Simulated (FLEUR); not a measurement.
## Equation of state of zinc-blende BN (space group 216): energy against volume (FLEUR, LDA)

```yaml
crystal:
  lattice:
    - [0.00000, 1.73720, 1.73720]
    - [1.73720, 0.00000, 1.73720]
    - [1.73720, 1.73720, 0.00000]
  atoms:
    - { symbol: B, position: [0.00000, 0.00000, 0.00000] }
    - { symbol: N, position: [0.75000, 0.75000, 0.75000] }
```

Computed with LDA (Perdew-Zunger), all-electron FLAPW (FLEUR), scalar-relativistic valence (FLEUR). Settings: Kmax = 5.24 1/bohr; GmaxXC = 15.7 1/bohr; xcFunctional = pz; jspins = 1; l_soc = F; mode = hist; fermiSmearingEnergy = 0.00036749 Htr; mesh (inpgen div1-3) = 16 16 16; inpgen gamma flag = true; Gmax = 15.7 1/bohr; numbands = 0; maxIterBroyd = 25; imix = Anderson; alpha = 0.05; precondParam = 0; minDistance = 1e-05 me/bohr^3. The cell above is the first row's. The rows scale it uniformly. In all rows fractional positions and the k mesh are held. E is the free energy at the stated smearing, counted from the lowest row.

| V (Å^3/atom) | E (meV/atom) |
|---|---|
| 5.2426 | ? |
| 5.3566 | 38.38 |
| 5.4706 | 18.65 |
| 5.5846 | 6.05 |
| 5.6985 | 0.14 |
| 5.8125 | 0.00 |
| 5.9265 | 5.34 |
| 6.0404 | 15.69 |
| 6.1544 | 30.28 |

Q: Using the third-order Birch-Murnaghan form, a cubic in V^(-2/3), estimate the missing E at V = 5.2426 from the other rows, showing the fit.

A: With u = V^(-2/3) - 0.312, the rows have u = 0.014643, 0.010090, 0.005691, 0.001444, -0.002668, -0.006648, -0.010498, -0.014233. Least squares gives E = -0.572 + 218.02·u + 167294·u² - 32581·u³. Residuals (row less fit): -0.009, 0.024, -0.031, 0.048, -0.038, -0.042, 0.076, -0.029; standard error 0.059 (degrees of freedom: 4). Its minimum lies at u = -0.000651, so V0 = (0.311349)^(-3/2) = 5.756. There d²E/du² = 334700 and d³E/du³ = -195500, so B0 = (4/9) × 5.756^(-7/3) × 334700 × 0.160218 = 401 GPa (the last factor turns the table's units into GPa), and B0' = 4 + (2/3) × 0.311349 × (-195500)/334700 = 3.9. At the withheld row, u = 0.019362, so E = -0.572 + 218.02 × 0.019362 + 167294 × 0.019362² - 32581 × 0.019362³ = 66.129 meV/atom. The calculation gives 65.96 meV/atom, 0.169 meV/atom below the prediction (0.3 % of the range of E in the table). The row lies outside the fitted rows, so this is an extrapolation. From the scatter of the fitted rows alone, a prediction at this place has a standard error of 0.173 meV/atom, so the miss is 1.0 times that.

Carrying the step between the two nearest rows on in a straight line would have given 58.11, off by 7.85; series whose last step already gives the withheld value aren't shown. The scan was laid around a cell of about the measured size, scaled by a guess for this functional. The runs keep the symmetry of the cell, so they don't test it for distortions. Values depend on the basis (sphere radii, cutoffs, local orbitals), which need not be converged. Cutoffs and mesh are single choices, not tested for convergence of this quantity. Series with a scatter that would blur these digits, or in which a gap closes, are not shown. Nor are scans whose minimum lies at an end fitted in this form.
